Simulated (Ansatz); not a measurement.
The starting structures come from a database of crystals and need not be the phases stable at ambient conditions.

Here is the system:

```yaml
crystal:
  lattice:
    - [5.15352, 0.00000, 0.00000]
    - [0.00000, 8.37129, 0.00000]
    - [2.57676, 2.79043, 1.48769]
  atoms:
    - { symbol: Ag, position: [0.00000, 0.00808, 0.00000] }
    - { symbol: N, position: [0.00000, 0.42443, 0.00000] }
    - { symbol: O, position: [0.42482, 0.56364, 0.57518] }
    - { symbol: O, position: [0.57518, 0.13882, 0.84964] }
    - { symbol: O, position: [0.00000, 0.56364, 0.57518] }
```

Space group of this cell: R3m. The cell was relaxed by PBE-D3(BJ); by r2SCAN its mean pressure is -3.5 GPa.

Transport runs along the normal of the first two printed cell vectors, the (100) plane of the conventional cell.

The gap is the functional's own, uncorrected, and κ follows it; spin-orbit coupling is left out. Mid-gap values are interpolated between the computed energies.

Q: Give the band gap and the smallest decay constant κ at mid-gap that r2SCAN in Ansatz (a quantum-chemistry and plane-wave program) yields.

A: Gap 2.15 eV on a 20×20×20 mesh; κ = 0.360 1/Å, at (0.000, 0.500) of the in-plane reciprocal vectors. At the zone centre, at the nearest computed energy, the slowest state has κ = 0.38 1/Å.
